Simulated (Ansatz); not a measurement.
For TaC (model structure, started from the CoSn type, P6/mmm, No. 191, 6 atoms in the cell), PBE (plane waves, PAW; Ansatz, a program for electronic structure) gives:

| Property | Value |
|---|---|
| lattice constant a | 5.459 Å |
| lattice parameter c | 3.139 Å |

Task: What does PBE-D3(BJ) (Ansatz, plane waves, PAW) give for the same quantities?

Result: 
- lattice constant a: 5.445 Å (falls by 0.3 %)
- lattice parameter c: 3.113 Å (shrinks by 0.8 %)

Changes are worked out from the printed values.

Unless a cell is named, each level is at its own relaxed cell (PBE 13.50, PBE-D3(BJ) 13.32 Å³/atom).

Levels without +SOC leave out spin–orbit coupling, which shifts energies and cells of such heavy elements.

Caveats: a distance lies near a switch of the dispersion term, which can move the cell (PBE-D3(BJ)). Ansatz's density-functional and Hartree–Fock values are scalar-relativistic unless marked +SOC, with PAW data made under PBE.

A model structure was made by putting elements into a prototype or built by hand; it is no filed structure, need not be a known phase, and can be a saddle point held by its symmetry.
